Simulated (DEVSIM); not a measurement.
Structure: W/Al2O3/n-In0.53Ga0.47As capacitor, at 300 K.

```
layer (left to right)        material  thickness (nm)  Nd (cm⁻³)
---------------------  --------------  --------------  ---------
1                               Al2O3            8.60          -
2                      In0.53Ga0.47As            8100     4.9e15
```

Metal gate on the left, work function 4.6 eV. Fixed charge at the semiconductor interface 0 cm⁻² (in units of +e); no interface traps.

The device is made up for the run: typed textbook-type constants, with dimensions and the other settings drawn at random. Values at 300 K; Nc and Nv go as T^1.5, mobilities as T to minus their exponent, the gap by Varshni's rule with the affinity fixed.

```tsv
parameter	Al2O3	In0.53Ga0.47As
gap (eV)	6.8	0.74
affinity (eV)	1.35	4.51
permittivity	9	13.9
Nc (cm⁻³)	-	2.1e17
Nv (cm⁻³)	-	7.7e18
Varshni α (eV/K)	-	0.00035
Varshni β (K)	-	190
```

Simulated with DEVSIM: 1D Poisson equation in equilibrium, Boltzmann statistics, complete ionisation; no quantum confinement or tunnelling. Metal contacts follow the ideal Schottky-Mott rule: no Fermi-level pinning, no interface dipoles.

The temperature was swept, all else fixed.

```tsv
temperature (K)	minimum of the low-frequency capacitance (μF/cm²)	flat-band voltage (V)	threshold voltage (band bending 2φF) (V)
250	0.0334	0.01	-0.55
300	(withheld)	-0.01	(withheld)
350	0.0434	-0.03	-0.43
400	0.0528	-0.05	-0.38
450	0.0687	-0.08	-0.32
500	0.0960	-0.10	-0.26
```

### Question
What belongs in the gaps?

### Answer

- 300, minimum of the low-frequency capacitance (μF/cm²): 0.0374
- 300, threshold voltage (band bending 2φF) (V): -0.49
